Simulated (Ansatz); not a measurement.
## Cubic perovskite KMnF3 (cubic form, which distorts at low temperature)

Calculation: LDA (PAW; Ansatz, a program for electronic structure).

Numerical settings: plane-wave cutoff 500 eV, 8×8×8 k mesh, Fermi–Dirac smearing 0.05 eV, magnetic order G, spin-polarised with opposed moments, scalar-relativistic PAW data made under PBE.

Cell (relaxed at this level):

```
CELL_PARAMETERS angstrom
      0.00000     4.07851     4.07851
      4.07851     0.00000     4.07851
      4.07851     4.07851     0.00000
ATOMIC_POSITIONS crystal
  K  0.00000 0.00000 0.00000
  K  0.50000 0.50000 0.50000
  Mn 0.25000 0.25000 0.25000
  Mn 0.75000 0.75000 0.75000
  F  0.00000 0.00000 0.50000
  F  0.50000 0.50000 0.00000
  F  0.50000 0.00000 0.00000
  F  0.00000 0.50000 0.50000
  F  0.00000 0.50000 0.00000
  F  0.50000 0.00000 0.50000
```

```
Property                       Result
--------  ---------------------------
band gap  1.95 eV (on the SCF k mesh)
```

Note: the magnetic order was assumed, not searched for or taken from measurement; the relaxation could not lower the start's symmetry, so the cell can be a saddle point above a distorted one; the volume lies 8 % below that of the published cell.

Computed values are for the static lattice.
